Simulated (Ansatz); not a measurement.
Results of r²SCAN in Ansatz (PAW) for spinel Na₂WO₄.

Run with plane-wave cutoff 500 eV, 8×8×8 k mesh, Fermi–Dirac smearing 0.05 eV, no spin polarisation, scalar-relativistic PAW data made under PBE.

Cell (relaxed at this level):

```cif
data_Na16O32W8
_chemical_formula_sum 'Na16 W8 O32'
_space_group_name_H-M_alt 'Fd-3m :1'
_space_group_IT_number 227
_space_group_name_Hall 'F 4d 2 3 -1d'
_cell_length_a 9.08867
_cell_length_b 9.08867
_cell_length_c 9.08867
_cell_angle_alpha 90.000
_cell_angle_beta 90.000
_cell_angle_gamma 90.000
loop_
_atom_site_label
_atom_site_type_symbol
_atom_site_symmetry_multiplicity
_atom_site_Wyckoff_symbol
_atom_site_fract_x
_atom_site_fract_y
_atom_site_fract_z
_atom_site_occupancy
Na1 Na 16 c 0.12500 0.12500 0.12500 1
W1 W 8 b 0.50000 0.50000 0.50000 1
O1 O 32 e 0.38665 0.38665 0.38665 1
```
(The calculation used a cell of 14 atoms; values per cell refer to that cell.)

Estimate the band gap that the calculation returns.


band gap: 5.71 eV (on the SCF k mesh)

Spin–orbit coupling is not included.

Ansatz is a first-principles code.
